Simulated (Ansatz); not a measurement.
Checking a run of Ansatz (a program for electronic structure) on W2N (P-62m, 9 atoms in the cell). The aim is a self-consistent single point with DFT, PBEsol, plane waves, default PAW files made with PBE.

Input:

Ansatz 0.2 input:
```yaml
crystal:
  lattice:
    - [6.11071200, 0.00000000, 0.00000000]
    - [-3.05535600, 5.29203200, 0.00000000]
    - [0.00000000, 0.00000000, 3.57368000]
  atoms:
    - { symbol: W, position: [0.25600000, 0.00000000, 0.00000000] }
    - { symbol: W, position: [0.00000000, 0.25600000, 0.00000000] }
    - { symbol: W, position: [0.74400000, 0.74400000, 0.00000000] }
    - { symbol: W, position: [0.58900000, 0.00000000, 0.50000000] }
    - { symbol: W, position: [0.00000000, 0.58900000, 0.50000000] }
    - { symbol: W, position: [0.41100000, 0.41100000, 0.50000000] }
    - { symbol: N, position: [0.00000000, 0.00000000, 0.50000000] }
    - { symbol: N, position: [0.33333300, 0.66666700, 0.00000000] }
    - { symbol: N, position: [0.66666700, 0.33333300, 0.00000000] }
basis:
  ecutrho_ratio: 2
kpoints:
  mp_grid: { grid: [5, 5, 8] }
hamiltonian:
  xc: pbesol
  pseudopotentials: { kind: paw }
scf:
  occupations: { method: gaussian, width: 0.0037 Ry }
output:
  forces: true
  eigenvalues: true
  stress: true
```

Output, abridged:

```
   [... lines left out ...]
Crystal: 9 atoms, lattice volume = 115.566 Å³
Basis set: ecut = 420 eV, 2273 PW (Γ), exchange–correlation on 72×72×40 points (8 copies of the dense FFT grid, shifted against one another)
Bands: 60, of which v1, the nominal top of the filled ones, is band 50 counted from 1 (49 counted from 0)
Symmetry: 12 space group operations
Space group: P-62m (ITA 189), of the structure as read, at distance tolerance 4.9e-5 Å
k-points: 25 of 200 (time reversal used)
PAW frozen core: W, regenerated for the run's functional, and the local potential with it
PAW frozen core: N, regenerated for the run's functional, and the local potential with it
Initial density: superposition of atomic densities (neutral atoms: chi_scale 0, normalization atom), corrected by the library's trained network
Initial wavefunctions: pseudopotential atomic-orbital guess
Eigensolver: davidson
Functional: x = pbesol(κ = 0.804, μ = 0.12345679012345678), c = pbesol(β = 0.046)
SCF iter   1: F=—  HF=-62666.603162 eV  |F-HF|=—  |Δ(HF+E_count)|=         —  Δρ=1.33e-2  dr2=2.34e-1  ethr=1.77e-3  ⟨swp⟩=4.8  Hψ=5571  notcnv=0  defer=3
all-band conjugate gradients solve this SCF's bands
preconditioner: auto → Kerker (q_TF=auto, 2.659 Å⁻¹)
SCF iter   2: F=—  HF=-62666.566982 eV  |F-HF|=—  |Δ(HF+E_count)|=   3.62e-2  Δρ=6.83e-3  dr2=5.87e-2  ethr=2.36e-4  ⟨swp⟩=2.0  Hψ=1862  notcnv=0  defer=89
   [... lines left out ...]
SCF iter   5: F=—  HF=-62666.553069 eV  |F-HF|=—  |Δ(HF+E_count)|=   7.40e-5  Δρ=5.30e-5  dr2=3.37e-6  ethr=8.15e-8  ⟨swp⟩=2.0  Hψ=1989  notcnv=0  defer=89
SCF iter   6: F=—  HF=-62666.553068 eV  |F-HF|=—  |Δ(HF+E_count)|=   5.74e-7  Δρ=1.30e-5  dr2=1.95e-7  ethr=3.40e-9  ⟨swp⟩=2.0  Hψ=2043  notcnv=0  defer=90
SCF iter   7: F=-62666.553068 eV  HF=-62666.553068 eV  |F-HF|=1.31e-8  |Δ(HF+E_count)|=   2.86e-8  Δρ=2.95e-6  dr2=1.76e-8  ethr=1.01e-10  ⟨swp⟩=9.4  Hψ=5716  notcnv=0
SCF 1 converged in 7 iterations: F = -62666.553068 eV  dr2 = 1.76e-8
Free energy (F): -62666.553068 eV
Internal energy: -62666.545964 eV  (E = F + TS)
E sigma→0 (E₀):  -62666.549516 eV
Entropy (-TS):   -0.007104 eV (-0.789 meV/atom)
Fermi energy:    20.737029 eV
--- Forces (eV/Å), atoms counted from 1 ---
  atom   1  W      0.10161368     0.00000000     0.00000000
  atom   2  W     -0.05080684     0.08800003     0.00000000
  atom   3  W     -0.05080684    -0.08800003     0.00000000
  atom   4  W      0.89939731     0.00000000     0.00000000
  atom   5  W     -0.44969866     0.77890092     0.00000000
  atom   6  W     -0.44969866    -0.77890092    -0.00000000
  atom   7  N      0.00000000    -0.00000000    -0.00000000
   [... lines left out ...]
  P = ⅓ Tr σ = -16.5887 GPa (-165.887 kbar)
  The stress holds the Pulay correction, which leaves out the density cutoff's part. Without it, at fixed plane waves, as pw.x and ABINIT print it …
settings of this run that can trade accuracy for cost: basis.ecutrho_ratio < 4. Do not mix this run's numbers with those of runs without the same settings …
```

Question: Is anything amiss in this input, and did it matter?

Answer: The compared values did not move, but the log warns. The input holds a density cutoff or grid that is too coarse, which can do harm: the charge density holds wave vectors up to twice those of the orbitals (four times the energy cutoff), and augmentation charges need more still. The run converged in 7 iterations, and against the sound input the free energy stays essentially unchanged (within 1 meV/atom), the pressure moves little (-16.63 to -16.59 GPa) and the largest force hardly changes (0.900 to 0.899 eV/Å). The full log also holds (shortened here): “WARN basis.ecutrho_ratio = 2 (ecutrho = 840 eV) is below the records' recommended cutoff”. At a fixed set of plane waves, without the program's Pulay estimate, the pressure is -16.86 GPa against -16.90 GPa.

The sound input it was made from differs as follows (other fixes are possible):
```diff
-basis:
-  ecutrho_ratio: 2
```

With that input, the run converged in 7 iterations: free energy E − TS (on the zero of these files) -62666.5505 eV; Fermi level (on the code's own zero) 20.74 eV; pressure -16.63 GPa; largest force (vector length) 0.900 eV/Å (DFT, PBEsol, plane waves, default PAW files made with PBE).

On the sound input: the starting cell was generated: these elements placed on a structure prototype, without a prior relaxation; it need not be a known phase or ordering of this composition. Spin-orbit coupling is off. Spin polarisation is off; with an odd number of electrons in the cell that forces a metal, and a magnetic state may lie lower. With a pressure of about -17 GPa the cell is away from its equilibrium volume at this level. Ansatz's pressure includes its estimate of the finite-basis (Pulay) stress.
